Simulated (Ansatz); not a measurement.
## ZnGeP2: response to strain

Base system: ZnGeP$_{2}$ in the chalcopyrite structure (space group I-42d, No. 122; a = 5.374 Å, c = 10.625 Å). Axes: x, y, z lie along a, b, c of the conventional cell.

Strains are applied to the cell and any free atomic positions relax; under biaxial strain the out-of-plane vector relaxes too.

The values are results of Ansatz (a first-principles code) LDA, no SOC, not measurements.

Notes on the quantities. pressure: mean of the normal stresses, compression positive.

```tsv
change	out-of-plane strain	pressure	smallest direct gap	electron mass
base	–	-0.1 kbar	1.18 eV	–
biaxial strain +0.75 %, plane normal [001], relaxed out of plane	-0.71 %	-6.9 kbar	1.08 eV	–
biaxial strain +1.50 %, plane normal [001], relaxed out of plane	-1.41 %	-13.5 kbar	0.99 eV	1.4 mₑ along k, 0.23 mₑ across (off the special points)
biaxial strain +2.25 %, plane normal [001], relaxed out of plane	…	-19.8 kbar	0.91 eV	1.5 mₑ along k, 0.23 mₑ across (off the special points)
biaxial strain +3.00 %, plane normal [001], relaxed out of plane	…	-25.5 kbar	…	1.4 mₑ along k, 0.23 mₑ across (off the special points)
```

### Question
What belongs in the blanks?

### Answer

- biaxial strain +2.25 %, plane normal [001], relaxed out of plane, out-of-plane strain: -2.12 %
- biaxial strain +3.00 %, plane normal [001], relaxed out of plane, out-of-plane strain: -2.85 %
- biaxial strain +3.00 %, plane normal [001], relaxed out of plane, smallest direct gap: 0.83 eV

Effective masses come from finite differences of ±0.01 Å⁻¹. Along k means along the line from Γ to the band edge. No phonon test of stability was made.
